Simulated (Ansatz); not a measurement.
MoTe2 (space group Fm-3m, No. 225; a hypothetical phase, not in the database extracts checked)

MoTe2 is taken in the cubic space group Fm-3m (No. 225), Pearson symbol cF12. Conventional cell: a = 6.5610 Å, b = 6.5610 Å, c = 6.5610 Å, α = 90.00°, β = 90.00°, γ = 90.00°. Mo on 4a has 8 Te at 2.841 Å (cubic). Te on 8c sees 4 Mo at 2.841 Å and 6 Te at 3.281 Å. (Neighbours: up to the widest gap in distance over summed covalent radii, below 1.35, at either atom; cation-cation and far metal-metal contacts left out.)
(The calculation used a cell of 3 atoms; values per cell refer to that cell.)

The values are results of PBEsol (Ansatz, a program for electronic structure), scalar-relativistic without spin-orbit coupling, earlier PAW set, not measurements. k-mesh 12×12×12 (Γ-centred); smearing 0.05 eV (Fermi–Dirac).

```json
{
 "volume_per_atom": "23.54 Å³",
 "density": "8.26 g/cm³",
 "band_gap": "zero",
 "total_energy": "-6233.355 eV/atom (σ→0; compares only within this code and set-up)"
}
```

No phonon test of stability was made. The final runs are not spin-polarised. MoTe2 has a high density of states at the Fermi level and may be magnetic at this level.
